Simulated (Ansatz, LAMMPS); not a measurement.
Ge well of 21 atomic layers along [001] in random Si0.3Ge0.7, interfaces graded over 8 layers. Cell 17.02 × 17.02 × 68.96 Å, Si134Ge730, 864 atoms. Prepared with Tersoff's 1989 multicomponent potential (SiCGe.tersoff) (LAMMPS): minimisation. 

Basis: localised support functions (accuracy medium) on a full density matrix. k-points: zone centre alone; occupations: Fermi-Dirac, 0.010 eV; spin polarisation not allowed. Scalar-relativistic, no spin-orbit coupling.

Question: Estimate the gap and bonding that PBE, support functions at accuracy medium on the grid of 370 eV (Ansatz, a first-principles code) returns for this input.

Answer: 
electronic character of the cell: no gap resolved at this smearing
coordination (neighbours within 2.963 Å): 100.0 % 4-fold
Ge-Ge bonds, mean ± spread: 2.482 ± 0.006 Å
Ge-Si bonds, mean ± spread: 2.436 ± 0.007 Å
Si-Si bonds, mean ± spread: 2.390 ± 0.007 Å
bond angles, mean ± spread: 109.5° ± 1.1°
pressure: 0.42 GPa
